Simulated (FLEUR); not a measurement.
A self-consistent single point of Be₃Rh (P6_3/mmc, 8 atoms in the cell) with FLEUR.

Method: PBEsol, all-electron FLAPW (FLEUR), scalar-relativistic valence.

```
Be3Rh
1.0
    4.79878     0.00000     0.00000
   -2.39939     4.15587     0.00000
    0.00000     0.00000     3.73551
Be Rh
6 2
Direct
  0.16015   0.32031   0.25000
  0.83984   0.67969   0.75000
  0.83984   0.16015   0.75000
  0.16015   0.83984   0.25000
  0.67969   0.83984   0.25000
  0.32031   0.16015   0.75000
  0.33333   0.66667   0.75000
  0.66667   0.33333   0.25000
```

Reference input (self-consistent single point, DFT, LDA (Perdew-Zunger), all-electron FLAPW (FLEUR), scalar-relativistic valence): Kmax = 4 1/bohr; GmaxXC = 16 1/bohr; xcFunctional = pz; jspins = 1; l_soc = F; mode = hist; fermiSmearingEnergy = 0.00367493 Htr; mesh (inpgen div1-3) = 11 11 12; inpgen gamma flag = true; Gmax = 16 1/bohr; numbands = 0; maxIterBroyd = 15. This run's input differs from it in these lines:

```diff
@@ -20,3 +20,3 @@
 &comp jspins=1 /
-&exco xctyp='pz' /
+&exco xctyp='PBEs' /
 &kpt div1=11 div2=11 div3=12 gamma=t /
@@ -33,3 +33,3 @@
       <coreElectrons ctail="T" frcor="F" kcrel="0" coretail_lmax="0"/>
-      <xcFunctional name="pz" relativisticCorrections="F"/>
+      <xcFunctional name="PBEs" relativisticCorrections="F"/>
       <magnetism jspins="1"/>
```

Log, with long lists cut:

```
 Iteration:     1   Distance:      22.58345953 me/bohr^3
 Iteration:     2   Distance:      16.78136460 me/bohr^3
 Iteration:     3   Distance:       5.96080744 me/bohr^3
 Iteration:     4   Distance:       4.21343947 me/bohr^3
 Iteration:     5   Distance:       0.78339050 me/bohr^3
   [... 6 lines left out ...]
 Iteration:    12   Distance:       0.00032345 me/bohr^3
 Iteration:    13   Distance:       0.00010865 me/bohr^3
 Iteration:    14   Distance:       0.00004650 me/bohr^3
 Iteration:    15   Distance:       0.00000345 me/bohr^3
 Reset of history
 Run finished successfully
 Stop message:
   Structural relaxation: new displacements generated

[file out, last iteration]
             iter=     16
[...]
          total density-effective poten   -1.5801540931E+04
          total charge density-energy d   -2.9016737180E+02
 Updated energy parameters for spin:           1
[...]
 fermi energy and band-weighting factors:
    0.724954

[...]
FERMIE:
          first approx. to ef    (T=0)  :   0.384411 htr   (energy of the highest occ. eigenvalue)
          number of occ. states  (T=0)  :       2363
          first approx. to seigv (T=0)  :  -8.697836 htr
          sum of weights of occ. states :  21.000689
          sum of semicore charge        :   0.000000 e
FERHIS:  Fermi-Energy by histogram:
          bandgap                     :   0.000365 htr
   [... lines left out ...]
          charge neutrality (T=0)     :   0.001377    (zero if the highest occ. eigenvalue is "entirely" occupied)
     EF_NEWTON:  Adjust Fermi-Energy by Newton-Method.
 Direct bandgap for spin            1 :    1.0916631643957453E-002  Htr
 ---->    free energy=                     -9654.0334223629 htr
   [... lines left out ...]
      extrapolation for T->0
 ---->    total electron energy=           -9654.0320274231 htr
 ***** TOTAL FORCES ON ATOMS *****
 TOTAL FORCE FOR ATOM TYPE=  1  X=  0.000   Y=  2.516   Z=  1.765
                       FX_TOT= 0.000000 FY_TOT= 0.001168 FZ_TOT= 0.000000
 TOTAL FORCE FOR ATOM TYPE=  2  X=  4.534   Y= -2.618   Z= -1.765
                       FX_TOT= 0.000000 FY_TOT= 0.000000 FZ_TOT= 0.000000
```

The run converged in 15 iterations. FLEUR gives forces in its relaxation mode, with a further iteration, so its stop message speaks of a relaxation. Against the reference run the largest force goes from 0.095 to 0.060 eV/Å.

The starting cell comes from a database of computed structures (which also holds hypothetical and non-ambient phases and stackings), without a prior relaxation at this level. Its lattice was rescaled by a random factor within 2.5 % of one. Spin polarisation is off. Values depend on the basis (sphere radii, cutoffs, local orbitals), which need not be converged. The log's line on a gap gives a spacing of levels on this mesh, which the program prints for metals too.

Cost on one core of a shared machine: roughly 4 min.
